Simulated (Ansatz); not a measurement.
The reference is Sr in the fcc (Cu type) structure (space group Fm-3m, No. 225; a = 5.923 Å).

The other end (x = 1) is Ca in the fcc (Cu type) structure (space group Fm-3m, No. 225): 40.58 Å³/atom, gap zero.

Level of theory: Ansatz (an electronic-structure program) PBEsol, no spin-orbit coupling.

Ca replaces a fraction x of Sr; each row is one arrangement (x, atoms in the cell, starting space group or random), fully relaxed.

One change was made to it. Results:

| quantity | base | after |
|---|---|---|
| mixing energy (to 0.01 eV only: unlike meshes or grids) | – | +0.01 eV/atom |
| shortest interatomic distance | 4.188 Å | 4.054 Å |
| deviation of the volume from the linear (Vegard-type) interpolation | – | -0.3 % |
| band gap | zero | zero |

### Question
Which of these changes matches the shifts?
A) x(Ca) = 0.5, 4 atoms, R-3m
B) x(Ca) = 0.75, 4 atoms, C2/m
C) x(Ca) = 0.25, 4 atoms, C2/m
D) x(Ca) = 0.667, 3 atoms, I4/mmm

### Answer
C, x(Ca) = 0.25, 4 atoms, C2/m. For comparison, the shortest interatomic distance in the other runs: x(Ca) = 0.75, 4 atoms, C2/m gives 3.888 Å; x(Ca) = 0.667, 3 atoms, I4/mmm gives 3.839 Å; x(Ca) = 0.5, 4 atoms, R-3m gives 3.847 Å.

These are small ordered cells, not random alloys; other orderings at the same x differ. Stability against distortions was not tested.
